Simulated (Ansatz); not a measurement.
A zone-centre phonon calculation of CaPb3 (Pm-3m, 4 atoms in the cell) with Ansatz (a first-principles code).

Method of the run: LDA (PW92), default PAW files made with PBE (plane waves; Ansatz).

```
CaPb3
1.0
    4.90277     0.00000     0.00000
    0.00000     4.90277     0.00000
    0.00000     0.00000     4.90277
Ca Pb
1 3
Direct
  0.00000   0.00000   0.00000
  0.00000   0.50000   0.50000
  0.50000   0.00000   0.50000
  0.50000   0.50000   0.00000
```

Reference input (self-consistent single point, DFT, LDA (PW92), plane waves, default PAW files made with PBE): basis.ecutwfc = 420 eV; kpoints.mp_grid.grid = 7 7 7; hamiltonian.xc = lda; hamiltonian.pseudopotentials = {kind: paw} (the program's default PAW files); scf.occupations.method = gaussian; scf.occupations.width = 0.1 eV. This run's input differs from it in these lines:

```diff
@@ -22,7 +22,5 @@
     method: gaussian
-    width: 0.1
-output:
-  forces: true
-  eigenvalues: true
-  stress: true
+    width: 0.5
+phonons:
+  method: dfpt
```

Log, with long lists cut:

```
SCF iter   1: F=—  HF=-36581.306300 eV  |F-HF|=—  |Δ(HF+E_count)|=         —  Δρ=5.46e-3  dr2=3.62e-2  ethr=1.77e-3  ⟨swp⟩=11.4  Hψ=26585  notcnv=0
all-band conjugate gradients solve this SCF's bands
automatic band count: the SCF goes on with 40 bands, as 33 were too few: they end inside the smearing window of the response
preconditioner: auto → Kerker (q_TF=auto, 2.381 Å⁻¹)
   [... lines left out ...]
SCF iter   7: F=—  HF=-36581.298452 eV  |F-HF|=—  |Δ(HF+E_count)|=   7.12e-8  Δρ=4.67e-6  dr2=1.87e-8  ethr=7.27e-10  ⟨swp⟩=2.7  Hψ=3979  notcnv=0  defer=1
SCF iter   8: F=—  HF=-36581.298452 eV  |F-HF|=—  |Δ(HF+E_count)|=   2.75e-9  Δρ=7.73e-7  dr2=9.99e-10  ethr=3.59e-11  ⟨swp⟩=2.0  Hψ=3494  notcnv=0  defer=1
SCF iter   9: F=—  HF=-36581.298452 eV  |F-HF|=—  |Δ(HF+E_count)|=  1.46e-10  Δρ=1.44e-7  dr2=5.26e-11  ethr=1.92e-12  ⟨swp⟩=3.0  Hψ=4044  notcnv=0  defer=1
SCF iter  10: F=-36581.298452 eV  HF=-36581.298452 eV  |F-HF|=1.46e-11  |Δ(HF+E_count)|=  7.28e-12  Δρ=2.98e-8  dr2=1.42e-12  ethr=1.00e-12  ⟨swp⟩=12.6  Hψ=13178  notcnv=0
SCF 1 converged in 10 iterations: F = -36581.298452 eV  dr2 = 1.42e-12
DFPT response loops at Γ: preconditioner auto → Kerker (q_TF=auto, 2.381 Å⁻¹) (partly filled bands, converged f_vac=0.000) …
Free energy (F): -36581.298452 eV
Internal energy: -36581.034252 eV  (E = F + TS)
E sigma→0 (E₀):  -36581.166352 eV
Entropy (-TS):   -0.264201 eV (-66.050 meV/atom)
Fermi energy:    10.063427 eV
--- Phonons (Γ-DFPT): 3 representative perturbations + reference, on 64 of 343 k-points (Σ response iterations 11) ---
  k mesh reduced under 8 symmetry operations, with k and −k counted as one. Each operation leaves every solved displacement unchanged or reverses it
  ASR residual: 1.193e-5 → 0.000e0 eV/Å²; symmetrization residual: 1.221e-5 eV/Å²
  ASR residual per site (eV/Å²): 7.62e-6 1.19e-5 1.19e-5 1.19e-5
  Γ frequencies (cm⁻¹): 0.00 0.00 0.00 34.31 34.31 34.31 49.28 49.28 49.28 139.55 139.55 139.55
  non-analytic LO–TO correction: not included (Born effective charges unavailable; polar crystals: no LO–TO splitting at Γ)
```

The run converged in 10 iterations. 

Summary of the result:
Free energy E − TS (on the zero of these files): -36581.2985 eV
Fermi level (on the code's own zero): 10.06 eV
Zone-centre frequencies (cm⁻¹; negative means imaginary): 0, 0, 0, 34, 34, 34, 49, 49, 49, 140, 140, 140

The starting cell comes from a database of computed structures (which also holds hypothetical and non-ambient phases and stackings), without a prior relaxation at this level. Its lattice was rescaled by up to half a per cent.

Cost on one core of a shared machine: roughly 2 min.

Keys are those of Ansatz 0.2.
